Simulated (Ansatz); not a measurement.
The parent structure is PbTe in the zinc blende structure (space group F-43m, No. 216; a = 7.335 Å; a hypothetical phase, not in the database extracts checked).

(Cell as relaxed with PBE.)

Levels (all Ansatz, a program for electronic structure, PAW): PBE (420 eV, no spin-orbit coupling); r2SCAN (500 eV, no SOC).

Each level relaxes its own structure.

```tsv
quantity	PBE	r2SCAN
volume per atom	49.34 Å³	48.32 Å³
lattice parameter a	7.335 Å	7.284 Å
band gap	0.63 eV	0.75 eV
gap character	indirect, W → X	indirect, W → X
electron mass	2.4 mₑ along k, 0.37 mₑ across	2.0 mₑ along k, 0.34 mₑ across
```

PBE's volume per atom lies 1.02 Å³ above r2SCAN's (2.1 %); PBE's lattice parameter a lies 0.051 Å above r2SCAN's (0.7 %); PBE's band gap lies 0.12 eV below r2SCAN's; the two agree on the gap character. Neither level is exact; r2SCAN is the comparison here, not a measurement.

Spin-orbit coupling, missing from the scalar runs, can matter with Pb and Te. Masses are band curvatures over ±0.01 Å⁻¹ around the edge. Along k means along the line from Γ to the band edge. Stability against distortions was not tested.
